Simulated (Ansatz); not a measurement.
System: Si3N4 (P6₃/m, No. 176). Method: r²SCAN (Ansatz, a program for electronic structure, PAW).

Settings: plane-wave cutoff 560 eV, 6×6×12 k mesh (along the axes of the cell as run), Fermi–Dirac smearing 0.01 eV, scalar-relativistic PAW data made under PBE.

Computed at the level's own relaxed cell.

Task: Predict the band gap, lattice parameter a and lattice parameter c.

Result: 
- band gap: 4.99 eV (on the SCF k mesh)
- lattice parameter a: 7.605 Å
- lattice parameter c: 2.906 Å

Computed values are for the static lattice.
